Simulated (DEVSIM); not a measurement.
abrupt Si p-n junction

Structure: abrupt Si p-n junction, at 300 K.

| layer (left to right) | material | thickness (μm) | Nd (cm⁻³) | Na (cm⁻³) | τn (s) | τp (s) |
|---|---|---|---|---|---|---|
| 1 | Si | 0.240 | - | 2e18 | 2.4e-6 | 2.4e-6 |
| 2 | Si | 32.0 | 4.3e14 | - | 2.4e-6 | 2.4e-6 |

Left contact: ohmic. Right contact: ohmic. Voltage is applied to the left contact. Recombination: SRH at mid-gap, radiative. Mobility is μmin + (μ − μmin)/(1 + (N/Nref)^α).

The device is made up for the run: typed textbook-type constants, with dimensions and the other settings drawn at random. Values at 300 K.

```tsv
parameter	Si
gap (eV)	1.124
affinity (eV)	4.05
permittivity	11.7
Nc (cm⁻³)	2.86e19
Nv (cm⁻³)	3.1e19
μn (cm²/Vs)	1417
μp (cm²/Vs)	470
μn,min	52
μp,min	45
Nref,n	9.7e16
Nref,p	2.2e17
αn	0.68
αp	0.72
B (cm³/s)	4.7e-15
```

Simulated with DEVSIM: 1D drift-diffusion, Boltzmann statistics, complete ionisation; no tunnelling, impact ionisation, image-force lowering or self-heating.

```yaml
potential_step_across_the_device_at_zero_bias: 0.766 V
largest_field_in_the_device_at_zero_bias: 77000 V/cm
Dark forward voltage at 1 A/cm²: 0.603 V
Dark forward voltage at 100 A/cm²: 0.841 V
```

Dark forward current:

```tsv
V (V)	J (A/cm²)
0.05	1.1e-8
0.10	4.5e-8
0.15	1.7e-7
0.20	7.6e-7
0.30	2.3e-5
0.35	0.00015
0.40	0.0010
0.45	0.0068
0.50	0.043
0.55	0.23
0.60	0.93
0.70	9.2
0.75	24
0.80	57
0.85	110
0.90	200
0.95	310
1.05	560
1.10	700
1.15	830
1.20	950
1.25	1100
1.30	1200
1.35	1300
1.45	1400
1.50	1500
1.55	1600
1.60	1700
```

Small-signal capacitance in reverse bias (quasi-static):

```tsv
V (V)	C (nF/cm²)
-0.4	5.98
-1	4.70
-2	3.69
-3	3.13
-4	2.77
-6	2.32
-8	2.03
-10	1.83
-13	1.62
-16	1.46
-20	1.31
```
